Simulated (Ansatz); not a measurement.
System: AlB2-type HfB₂. Method: rVV10 in Ansatz (plane waves, PAW).

Numerical settings: plane-wave cutoff 500 eV, 18×18×12 k mesh (along the axes of the cell as run), Fermi–Dirac smearing 0.05 eV, scalar-relativistic PAW data made under PBE.

Computed at the level's own relaxed cell.

Question: Predict the volume per atom, lattice parameter a and c axis length.

Answer: 
* **volume per atom**: 10.02 Å³/atom
* **lattice parameter a**: 3.146 Å
* **c axis length**: 3.508 Å

Measured, for comparison: equilibrium volume per atom 9.91 Å³/atom (room temperature, not corrected to a static lattice; as tabulated in Burrage et al. (2022), doi:10.3390/ma15082762); lattice constant a 3.14 Å, lattice parameter c 3.48 Å (temperature not stated, copied from a table, unchecked, not corrected to a static lattice; as tabulated in Journal of Nuclear Materials 21, 14 (1967)). Computed (rounded) less measured: equilibrium volume per atom +1.1 %, lattice constant a not scored (unchecked), lattice parameter c not scored (unchecked).

Spin–orbit coupling is not included.

The computed numbers hold no vibrational or temperature effects.

Ansatz is a first-principles code.
